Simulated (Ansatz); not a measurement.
Functionals compared on a constructed model of the (110) surface of bcc Mo, a pseudomorphic layer of Rh in the host's stacking (bottom of the slab: a bare face, its two planes held), in Ansatz (plane waves, PAW). The structure was relaxed with PBE; the other rows are single points on it. Cutoff 420 eV (500 eV for r2SCAN).

Set-up: 7 atoms, 13.8 Å thick at the start with caps and adatoms (thin: gaps and levels are the slab's own); mesh 14x14x1; 0.1 eV smearing; dipole correction on; 2 atoms held, the rest relaxed; symmetry of the start imposed; no spin, no spin-orbit, no U. It is one candidate, not shown to be the stable structure of the face. These notes are the PBE run's.

```json
[
 {"functional": "PBE", "work function of the top face (eV)": "4.62", "rough cost of the single point": "–"},
 {"functional": "RPBE", "work function of the top face (eV)": "4.43", "rough cost of the single point": "about 30 core-seconds (a rough figure)"},
 {"functional": "r2SCAN", "work function of the top face (eV)": "4.55", "rough cost of the single point": "roughly 70 core-seconds"}
]
```

Ansatz is an electronic-structure program.
